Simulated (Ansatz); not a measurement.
**Ta in the bcc (W type) structure (space group Im-3m, No. 229)**

```cif
data_Ta
_chemical_formula_sum 'Ta1'
_space_group_name_H-M_alt 'P 1'
_space_group_IT_number 1
_cell_length_a 2.87498
_cell_length_b 2.87498
_cell_length_c 2.87498
_cell_angle_alpha 109.471
_cell_angle_beta 109.471
_cell_angle_gamma 109.471
loop_
_space_group_symop_operation_xyz
  'x, y, z'
loop_
_atom_site_label
_atom_site_type_symbol
_atom_site_fract_x
_atom_site_fract_y
_atom_site_fract_z
_atom_site_occupancy
Ta1 Ta 0.00000 0.00000 0.00000 1
```

Method: PBE, PAW, 420 eV (Ansatz, a quantum-chemistry and plane-wave program; no spin-orbit coupling), earlier PAW set. Γ-centred 20×20×20 mesh, Fermi–Dirac width 0.05 eV.

- Volume per atom: 18.29 Å³
- Density: 16.43 g/cm³
- Band gap: zero
- Total energy: -9933.233 eV/atom (σ→0; compares only within this code and set-up)

Stability against distortions was not tested. All final runs are without spin polarisation.
